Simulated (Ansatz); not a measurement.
The parent structure is AlAs in the wurtzite structure (space group P6_3mc, No. 186; a = 4.003 Å, c = 6.581 Å; a model cell, its experimental status unchecked).

The change: a hydrostatic pressure of 9 GPa.

Levels (all Ansatz, a quantum-chemistry and plane-wave program, PAW, earlier PAW set): PBEsol (420 eV, no spin-orbit coupling); HSE06 (420 eV, scalar-relativistic without spin-orbit coupling); PBEsol+SOC (420 eV, with spin-orbit coupling).

One geometry, relaxed with PBEsol, under each level:

The valence-band top lists the three highest levels at Γ (Kramers pairs under SOC), from the VBM.

| level | band gap | lowest conduction level above the VBM at special points | valence-band top at Γ | hole mass | pressure |
|---|---|---|---|---|---|
| PBEsol | 1.59 eV | M 1.59 eV; K 1.81 eV; L 1.91 eV; Γ 2.07 eV | 0.00, 0.00, -0.17 eV | – | 8.99 GPa |
| HSE06 | 2.34 eV | M 2.34 eV; K 2.55 eV; L 2.70 eV; Γ 2.92 eV | – | – | – |
| PBEsol+SOC | 1.49 eV | M 1.49 eV; K 1.70 eV; L 1.80 eV; Γ 1.96 eV | 0.00, -0.10, -0.40 eV | 1.1 mₑ along c, 0.23 mₑ across (at Γ) | 8.99 GPa |

Single points use the geometry relaxed with PBEsol. The hybrid gap comes from the SCF mesh plus the semilocal run's edge points and a few special points and is an upper bound. Differences between runs with and without spin-orbit coupling are approximate. Load acts through the strain it causes; cell and atoms are relaxed under it. Effective masses come from finite differences of ±0.01 Å⁻¹. Stability against distortions was not tested. No other phases were tried under pressure. This is not the structure that AlAs has at room temperature and ambient pressure.
